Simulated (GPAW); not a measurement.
Checking a run of GPAW on Pd (Fm-3m, 1 atom in the cell). The aim is a self-consistent single point with DFT PBE, plane waves, GPAW PAW datasets PBE (gpaw-data 1.0.1).

Cell that was meant: a = 2.7976 Å, b = 2.7976 Å, c = 2.7976 Å, α = 60.00°, β = 60.00°, γ = 60.00°.

Part of the input:

```python
            xc='PBE',
            kpts={'size': (16, 16, 16), 'gamma': True},
            occupations={'name': 'fermi-dirac', 'width': 0.1},
            nbands=8,
            symmetry={'symmorphic': False, 'tolerance': 0.0005},
            maxiter=100)
```

Log, with long lists cut:

```
Input parameters:
  kpts: {gamma: True,
         size: (16, 16, 16)}
  maxiter: 100
  mode: {ecut: 600,
         name: pw}
  nbands: 8
   [... lines left out ...]

Positions:
   0 Pd     0.000000    0.000000    0.000000    ( 0.0000,  0.0000,  1.0000)

Unit cell:
           periodic     x           y           z      points  spacing
  1. axis:    yes    0.000000    1.978236    1.978236    16     0.1428
  2. axis:    yes    1.978236    0.000000    1.978236    16     0.1428
  3. axis:    yes    1.978236    1.978236    0.000000    16     0.1428

  Lengths:   2.797648   2.797648   2.797648
  Angles:   60.000000  60.000000  60.000000

Effective grid spacing dv^(1/3) = 0.1558
     iter     time        total  log10-change:  magmom
                         energy   eigst   dens
iter:   1 --:--:--    -3.450892                   +0.9870
iter:   2 --:--:--    -3.622493   -0.66  -1.74    +0.2961
iter:   3 --:--:--    -3.667588   -1.52  -1.72    -0.0084
iter:   4 --:--:--    -3.600467   -1.44  -1.63    -0.0051
iter:   5 --:--:--    -3.601577   -2.19  -2.44    +0.0002
iter:   6 --:--:--    -3.610026   -2.19  -2.45    -0.0004
iter:   7 --:--:--    -3.599282   -2.27  -2.27    -0.0001
iter:   8 --:--:--    -3.600503   -2.91  -2.62    +0.0000
   [... lines left out ...]
iter:  26 --:--:--    -3.598788c  -6.20  -5.15c   +0.0000
iter:  27 --:--:--    -3.598788c  -6.31  -5.14c   +0.0000
iter:  28 --:--:--    -3.598790c  -5.81  -5.21c   -0.0000
iter:  29 --:--:--    -3.598789c  -5.91  -4.31c   -0.0000
   [... 6 lines left out ...]
iter:  36 --:--:--    -3.598789c  -7.01  -5.70c   +0.0000
iter:  37 --:--:--    -3.598789c  -7.22  -5.20c   +0.0000
iter:  38 --:--:--    -3.598789c  -7.23  -5.14c   +0.0000
iter:  39 --:--:--    -3.598789c  -7.40  -6.12c   +0.0000
iter:  40 --:--:--    -3.598789c  -7.55c -6.01c   +0.0000
Converged after 40 iterations.

Dipole moment: (-0.000000, -0.000000, -0.000000) |e|*Ang

Total magnetic moment: (0.000000, 0.000000, 0.000000)
Local magnetic moments:
   0 Pd ( 0.000000,  0.000000, -0.000009)

Energy contributions relative to reference atoms: (reference = -137227.490718)

Kinetic:         -2.019239
Potential:       -2.411810
External:        +0.000000
XC:              +0.999449
Entropy (-ST):   +0.000000
Local:           -0.167189
SIC:             +0.000000
--------------------------
Free energy:     -3.598789
Extrapolated:    -3.598789

Spin contamination: 0.000020 electrons
Showing only first 2 kpts
                      Up                     Down
 Kpt  Band  Eigenvalues  Occupancy  Eigenvalues  Occupancy
   [... lines left out ...]
  1     7      7.50255    1.00000      7.50252    1.00000

Fermi level: inf

Could not find a gap
Energy (eV): -3.598789

Forces in eV/Ang:
  0 Pd    0.00000   -0.00000   -0.00000

Stress tensor:
    -0.020934     0.000000    -0.000000
     0.000000    -0.020934     0.000000
    -0.000000     0.000000    -0.020934
Stress (GPa, Voigt): [-3.3539 -3.3539 -3.3539  0.     -0.      0.    ]
```

Q: Is this run sound? If not, what is wrong?

A: The run is not sound. The fault is too few bands. Each band holds two electrons without spin (one with spinors), and smearing needs some empty bands above the Fermi level. To fix it, raise the band count or leave it to the default. The run converged in 40 iterations without an error; against the sound input the free energy goes up by 316 meV/atom and the pressure goes from -1.33 to 3.35 GPa.

An input that runs soundly differs in these lines (not the only fix; some lines may just follow from the change or write a value another way):
```diff
-            nbands=8,
+            nbands=-7,
```

With that input, the run converged in 13 iterations: free energy E − TS (from the program's reference atoms) -3.9150 eV; Fermi level (on the code's own zero) 8.76 eV; pressure -1.33 GPa; size of the cell's spin moment 0.00 μB (DFT PBE, plane waves, GPAW PAW datasets PBE (gpaw-data 1.0.1)).

On the sound input: the starting cell comes from a database of computed structures (which also holds hypothetical and non-ambient phases and stackings), without a prior relaxation at this level. Its lattice was rescaled by a random factor within 2.5 % of one. The starting moments vanished: the run ended non-magnetic.
